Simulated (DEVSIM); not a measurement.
Device: Pd/Al2O3/p-InP capacitor, at 300 K.

```tsv
layer (left to right)	material	thickness (nm)	Na (cm⁻³)
1	Al2O3	11.0	-
2	InP	7900	6.2e15
```

Metal gate on the left, work function 5.2 eV. Fixed charge at the semiconductor interface -8.3e10 cm⁻² (in units of +e); no interface traps.

Constants are typed, rounded textbook-type inputs, not results; the design itself was drawn at random and stands for no fabricated device. Values at 300 K.

| parameter | Al2O3 | InP |
|---|---|---|
| gap (eV) | 6.8 | 1.344 |
| affinity (eV) | 1.35 | 4.38 |
| permittivity | 9 | 12.5 |
| Nc (cm⁻³) | - | 5.7e17 |
| Nv (cm⁻³) | - | 1.1e19 |

Model (solved in DEVSIM): 1D Poisson equation in equilibrium, Boltzmann statistics, complete ionisation; no quantum confinement or tunnelling. Metal contacts follow the ideal Schottky-Mott rule: no Fermi-level pinning, no interface dipoles.

The substrate doping was swept, all else fixed.

| substrate doping (cm^-3) | threshold voltage (band bending 2φF) (V) | minimum of the low-frequency capacitance (μF/cm²) | flat-band voltage (V) |
|---|---|---|---|
| 3.1e14 | 0.66 | 0.00624 | -0.23 |
| 6.2e14 | 0.68 | 0.00852 | -0.25 |
| 1.2e15 | 0.71 | 0.0114 | -0.27 |
| 3.1e15 | … | … | -0.29 |
| 6.2e15 | 0.79 | 0.0245 | -0.31 |
| 1.2e16 | 0.83 | 0.0328 | -0.33 |

Problem. Fill in the missing entries.

Solution. 
- 3.1e15, threshold voltage (band bending 2φF) (V): 0.75
- 3.1e15, minimum of the low-frequency capacitance (μF/cm²): 0.0178
